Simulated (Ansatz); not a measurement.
Take Ag in the fcc (Cu type) structure (space group Fm-3m, No. 225; a = 4.105 Å) as the base.

Structures relaxed with Ansatz (a quantum-chemistry and plane-wave program) r2SCAN, scalar-relativistic without spin-orbit coupling.

Base:

Simulated powder pattern, Cu Kα1, λ = 1.54056 Å (kinematic, ideal powder, no thermal factors, no anomalous dispersion; the 14 strongest lines at most, above 2 %, up to 2θ = 90°):

```csv
2θ (°),I/Imax (%),hkl
37.93,100,(111)
44.08,48,(200)
64.11,30,(220)
76.97,35,(311)
81.08,10,(222)
```

It is then changed as follows: Bi takes the place of Ag on all its sites, then cell and atoms are relaxed.

Task: Where do the lines fall after the change?

Result: 
Simulated powder pattern, Cu Kα1, λ = 1.54056 Å (kinematic, ideal powder, no thermal factors, no anomalous dispersion; the 14 strongest lines at most, above 2 %, up to 2θ = 90°):

| 2θ (°) | d (Å) | I/Imax (%) | hkl |
|---|---|---|---|
| 30.92 | 2.889 | 100 | (111) |
| 35.86 | 2.502 | 51 | (200) |
| 51.61 | 1.769 | 37 | (220) |
| 61.39 | 1.509 | 45 | (311) |
| 64.44 | 1.445 | 13 | (222) |
| 76.00 | 1.251 | 6.2 | (400) |
| 84.28 | 1.148 | 19 | (331) |
| 87.00 | 1.119 | 18 | (420) |

The indices refer to each structure's own conventional cell; one index is shown for lines that coincide.

No phonon test of stability was made. As relaxed here, Bi is a hypothetical phase, not in the database extracts checked.
